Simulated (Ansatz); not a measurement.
Consider MoSi$_{2}$ (space group I4/mmm, No. 139; a = 3.174 Å, c = 7.779 Å; relaxed with 0.1 eV smearing). Axes: x, y, z lie along a, b, c of the conventional cell.

Calculations: LDA in Ansatz (plane waves to 420 eV, PAW, scalar-relativistic without spin-orbit coupling).

One thing is altered: uniaxial strain ε_xx = +1.00 %, all other strain components held at zero; the atoms relax in the strained cell.

### Question
Predict the stress tensor and what it implies for the stiffness.

### Answer
Stress of the strained cell less that of the base (GPa, compression positive):
```
   -4.1     0.0     0.0
    0.0    -1.2     0.0
    0.0     0.0    -1.0
```

Then −Δσ_ii/ε with ε = 0.0100 gives relaxed-ion elastic constants: C11 ≈ 414 GPa, C12 ≈ 122 GPa and C13 ≈ 97 GPa.

Whether these cells are dynamically stable was not tested. All final runs are without spin polarisation.

Ansatz is a first-principles code.
